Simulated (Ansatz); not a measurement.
## Ge under a change: uniaxial strain ε_zz = −2.50 %

Base system: Ge in the diamond structure (space group Fd-3m, No. 227; a = 5.6762 Å). Axes: x, y, z lie along the cube axes.

The change: the cell is compressed by 2.50 % along z with no lateral relaxation; the atoms relax in the strained cell.

Method: Ansatz (a quantum-chemistry and plane-wave program), PBEsol, PAW, cutoff 420 eV, without spin-orbit coupling. k-mesh 14×14×14 (Γ-centred); smearing 0.05 eV (Fermi–Dirac).

- Space group: I4_1/amd (No. 141) (base Fd-3m (No. 227))
- Shortest interatomic distance: 4.606 bohr (base 4.645 bohr)
- Energy relative to the base (free energy F): +5.2 meV/atom
- Band gap: zero (base zero)
- Stress (xx, yy, zz, yz, xz, xy; compression positive): (1.2, 1.2, 2.9, 0.0, 0.0, 0.0) GPa (rough)

Final structure:

```
CELL_PARAMETERS angstrom
      0.00000     2.83808     2.76712
      2.83808     0.00000     2.76712
      2.83808     2.83808     0.00000
ATOMIC_POSITIONS crystal
  Ge 0.00000 0.00000 0.00000
  Ge 0.25000 0.25000 0.25000
```

Without a gap, meshes like the base's 14×14×14 leave anisotropic stresses uncertain by several tenths of a GPa, and small strain energies with them. Whether these cells are dynamically stable was not tested. A zero or small gap of Ge can be the functional's error rather than a property of the material.
